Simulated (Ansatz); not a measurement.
Base system: ZrO2 (space group P4_2/nmc, No. 137).

```
ZrO2
1.0
    3.62104     0.00000     0.00000
    0.00000     3.62104     0.00000
    0.00000     0.00000     5.28293
Zr O
2 4
Direct
  0.00000   0.00000   0.00000
  0.50000   0.50000   0.50000
  0.00000   0.50000   0.19276
  0.00000   0.50000   0.69276
  0.50000   0.00000   0.30724
  0.50000   0.00000   0.80724
```

Cartesian axes are those of the cell as printed.

All numbers come from PBE (Ansatz, a program for electronic structure), no spin-orbit coupling.

Strains are applied to the cell and any free atomic positions relax; under biaxial strain the out-of-plane vector relaxes too.

One change was made to it. Results:

The smallest direct gap drops by 0.156 eV, from 4.13 eV to 3.98 eV; the electron mass becomes 2.5 mₑ along c, 0.61 mₑ across (at Γ) (base: 2.3 mₑ along c, 0.61 mₑ across (at Γ)).

Task: Which change produced these results?
A. isotropic strain −2.74 %
B. biaxial strain −4.02 %, plane normal [001], relaxed out of plane
C. isotropic strain +2.75 %
D. biaxial strain +3.48 %, plane normal [001], relaxed out of plane
E. biaxial strain +1.95 %, plane normal [001], relaxed out of plane

Result: C, isotropic strain +2.75 %. For comparison, the electron mass in the other runs: biaxial strain −4.02 %, plane normal [001], relaxed out of plane gives 2.4 mₑ out of plane, 0.71 mₑ in plane (at Γ); isotropic strain −2.74 % gives 2.1 mₑ along c, 0.59 mₑ across (at Γ); biaxial strain +1.95 %, plane normal [001], relaxed out of plane gives 2.3 mₑ out of plane, 0.58 mₑ in plane (at Γ); biaxial strain +3.48 %, plane normal [001], relaxed out of plane gives 2.3 mₑ out of plane, 0.57 mₑ in plane (at Γ).

Effective masses come from finite differences of ±0.01 Å⁻¹. No phonon test of stability was made. This is not the structure that ZrO2 has at room temperature and ambient pressure.
